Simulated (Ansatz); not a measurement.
# AuCl: Au → Pb

Consider AuCl (space group I4_1/amd, No. 141; a = 6.923 Å, c = 8.634 Å; a cell from a computed database, its experimental status unchecked; made of chains).

The change: every Au is replaced by Pb, then cell and atoms are relaxed.

Computed with plane-wave PAW DFT at the r2SCAN level (Ansatz, an electronic-structure program, 500 eV), no spin-orbit coupling. Settings: 9×9×9 k-points, 0.05 eV Fermi–Dirac smearing, for the changed cell.

The volume per atom goes up by 8.32 Å³ to 34.18 Å³ and the density drops by 1.57 g/cm³ to 5.89 g/cm³. The lattice parameter a grows by 0.580 Å to 7.503 Å and the c/a ratio grows by 0.048 to 1.295. The space group is still I4_1/amd (No. 141) and the band gap becomes zero (base: 2.17 eV).

Spin-orbit coupling, missing from the scalar runs, can matter with Au. Stability against distortions was not tested. As relaxed here, PbCl is a hypothetical phase, not in the database extracts checked. All final runs are without spin polarisation. No dispersion term is included, though the crystal is made of layers, chains or molecules, so its spacings can come out too wide.
